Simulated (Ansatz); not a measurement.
# WS2 (space group P6_3/mmc, No. 194; layered, stacked along the Cartesian z axis)

```
CELL_PARAMETERS angstrom
      3.15413     0.00000     0.00000
     -1.57707     2.73156     0.00000
      0.00000     0.00000    12.14083
ATOMIC_POSITIONS crystal
  W  0.66667 0.33333 0.75000
  W  0.33333 0.66667 0.25000
  S  0.66667 0.33333 0.37970
  S  0.33333 0.66667 0.87970
  S  0.33333 0.66667 0.62030
  S  0.66667 0.33333 0.12030
```

All numbers come from PBE-D3(BJ), PAW, 420 eV (Ansatz, a quantum-chemistry and plane-wave program; without spin-orbit coupling). Γ-centred 12×12×3 mesh, Fermi–Dirac width 0.05 eV.

| Property | Value |
|---|---|
| Volume per atom | 17.43 Å³ |
| Density | 7.87 g/cm³ |
| Band gap | 0.88 eV, indirect, Γ → K–Γ (47 % along) |
| Hole mass | 0.88 mₑ along c, 0.55 mₑ across |
| Total energy | -4064.220 eV/atom (σ→0; compares only within this code and set-up) |

Spin-orbit coupling, missing from the scalar runs, can matter with W. Masses are band curvatures over ±0.01 Å⁻¹ around the edge. Stability against distortions was not tested.
